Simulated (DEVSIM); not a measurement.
Device: Ru/SiO2/p-Si capacitor, at 300 K.

Layer 1 from the left is SiO2, thickness (nm) 5.40. Layer 2 from the left is Si, thickness (nm) 2300, Na (cm⁻³) 6.2e16.

Metal gate on the left, work function 4.7 eV. Fixed charge at the semiconductor interface -1.2e10 cm⁻² (in units of +e); no interface traps.

The device is made up for the run: typed textbook-type constants, with dimensions and the other settings drawn at random. Values at 300 K.

SiO2: gap (eV) 9, affinity (eV) 0.9, permittivity 3.9. Si: gap (eV) 1.124, affinity (eV) 4.05, permittivity 11.7, Nc (cm⁻³) 2.86e19, Nv (cm⁻³) 3.1e19.

Task: Estimate by hand the flat-band voltage, the threshold voltage, and compare with a numerical solution.

Result: 
- Flat-band voltage: C = 0.639 μF/cm², work-function difference -0.313 V; VFB = φms − qNf/C = -0.31 V; numerical -0.31 V.
- Threshold voltage: φF = 0.402 V, depletion charge √(4εqNφF) = 1.29e-7 C/cm²; VT = VFB + 2φF + Qd/C = 0.70 V; numerical 0.70 V.

DEVSIM, 1D Poisson equation in equilibrium, Boltzmann statistics, complete ionisation; no quantum confinement or tunnelling. Metal contacts follow the ideal Schottky-Mott rule: no Fermi-level pinning, no interface dipoles.
